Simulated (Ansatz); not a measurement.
We consider quartz-high SiO2 (high-temperature phase), described by rVV10 in Ansatz (PAW).

Run with plane-wave cutoff 520 eV, 12×12×6 k mesh (along the axes of the cell as run), Fermi–Dirac smearing 0.01 eV, scalar-relativistic PAW data made under PBE.

Cell (relaxed at this level):

```cif
data_O6Si3
_chemical_formula_sum 'Si3 O6'
_space_group_name_H-M_alt 'P6222'
_space_group_IT_number 180
_space_group_name_Hall 'P 62 2 (0 0 4)'
_cell_length_a 5.09138
_cell_length_b 5.09138
_cell_length_c 5.58309
_cell_angle_alpha 90.000
_cell_angle_beta 90.000
_cell_angle_gamma 120.000
loop_
_atom_site_label
_atom_site_type_symbol
_atom_site_symmetry_multiplicity
_atom_site_Wyckoff_symbol
_atom_site_fract_x
_atom_site_fract_y
_atom_site_fract_z
_atom_site_occupancy
Si1 Si 3 c 0.50000 0.00000 0.00000 1
O1 O 6 j 0.41373 0.20687 0.16667 1
```

Problem. Give the computed bulk modulus B0, band gap, smallest direct gap on the k points sampled and pressure derivative B′ of the bulk modulus.

Solution. 
* **bulk modulus B0**: 132 GPa
* **band gap**: 5.18 eV (indirect)
* **smallest direct gap on the k points sampled**: 5.35 eV
* **pressure derivative B′ of the bulk modulus**: 2.4

Note: symmetry holds this phase in the static calculation, where it need not be a minimum; held by symmetry at 0 K, a high-temperature phase can be a saddle point; the volume lies 5 % above that of the published cell; the bulk modulus comes from volumes at which shape and atoms were relaxed.

The computed numbers hold no vibrational or temperature effects.

Ansatz is a first-principles code.
